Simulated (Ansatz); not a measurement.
InSe (P-6m2, No. 187; cell taken from a computed entry) was calculated with HSE06+SOC in Ansatz (PAW).

Settings: plane-wave cutoff 460 eV, 6×6×2 k mesh (along the axes of the cell as run), Fermi–Dirac smearing 0.01 eV, PAW data made under PBE.

Cell (relaxed with PBEsol):

```cif
data_In4Se4
_chemical_formula_sum 'In4 Se4'
_space_group_name_H-M_alt 'P-6m2'
_space_group_IT_number 187
_space_group_name_Hall 'P -6 2'
_cell_length_a 4.00811
_cell_length_b 4.00811
_cell_length_c 16.87132
_cell_angle_alpha 90.000
_cell_angle_beta 90.000
_cell_angle_gamma 120.000
loop_
_atom_site_label
_atom_site_type_symbol
_atom_site_symmetry_multiplicity
_atom_site_Wyckoff_symbol
_atom_site_fract_x
_atom_site_fract_y
_atom_site_fract_z
_atom_site_occupancy
In1 In 2 g 0.00000 0.00000 0.41773 1
In2 In 2 h 0.33333 0.66667 0.08226 1
Se1 Se 2 i 0.66667 0.33333 0.15797 1
Se2 Se 2 h 0.33333 0.66667 0.34203 1
```

Task: Give the computed band gap.

Result: 
band gap: 1.19 eV (on the SCF k mesh) (direct)

Note: the cell comes from a level without a dispersion term, which matters for the spacing of layers, chains or molecules; cell and atoms aren't relaxed at this level (largest force component 0.15 eV/Å, pressure 0.8 GPa); this cell isn't known to be the ambient phase, and symmetry holds it in the calculation; the cell has widely spaced layers and the level no dispersion term, so their spacing and the moduli can rest on weak binding.

Ansatz is an electronic-structure program.
